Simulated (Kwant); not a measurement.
Kwant, Hückel tight-binding model, one pz orbital an atom, one spin, coherent transport at 0 K. Conductance is in e²/h.

System: π system c1ccc2ncccc2c1 between two chain leads. The π system is taken as planar. Atoms are numbered from 0 in the order of the SMILES. Site energies (eV, carbon 0): [0.0, 0.0, 0.0, 0.0, -1.35, 0.0, 0.0, 0.0, 0.0, 0.0]. Bonds (i, j, β in eV): (0,1,-2.7) (1,2,-2.7) (2,3,-2.7) (3,4,-2.7) (4,5,-2.7) (5,6,-2.7) (6,7,-2.7) (7,8,-2.7) (8,9,-2.7) (9,0,-2.7) (8,3,-2.7). Leads: chains of hopping −4.1 eV, joined by −0.54 eV to atoms 0 and 5.

Site energies and bond integrals are typed Hückel values.

Sweep values stay those of the base run.

One input was changed, with this effect: transmission at E = 0 0.00031 → 0.00014.

**Question.** Which change was it?
(A) contacts moved from atoms [0, 5] to [5, 9]
(B) contacts moved from atoms [0, 5] to [5, 7]
(C) contacts moved from atoms [0, 5] to [0, 7]
(D) contacts moved from atoms [0, 5] to [0, 2]
(E) contacts moved from atoms [0, 5] to [2, 9]
(F) contacts moved from atoms [0, 5] to [2, 7]

**Answer.** B, contacts moved from atoms [0, 5] to [5, 7]
